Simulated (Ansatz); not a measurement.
Consider GaAs in the zinc blende structure (space group F-43m, No. 216; a = 5.7456 Å). Axes: x, y, z lie along the cube axes.

Calculations: Ansatz (a quantum-chemistry and plane-wave program) PBE, spin-orbit coupling left out.

One thing is altered: an isotropic linear strain of −0.50 %, atoms relaxed at fixed cell.

**Question.** Predict the stress tensor and what it implies for the stiffness.

**Answer.** Stress of the strained cell less that of the base (GPa, compression positive):
```
   0.94    0.00    0.00
   0.00    0.94    0.00
   0.00    0.00    0.94
```

Then B = −ΔP/(ΔV/V₀) with ΔV/V₀ = -0.0149 gives secant stiffness values (nonlinear terms included at this strain): B ≈ 63 GPa.

Whether these cells are dynamically stable was not tested.
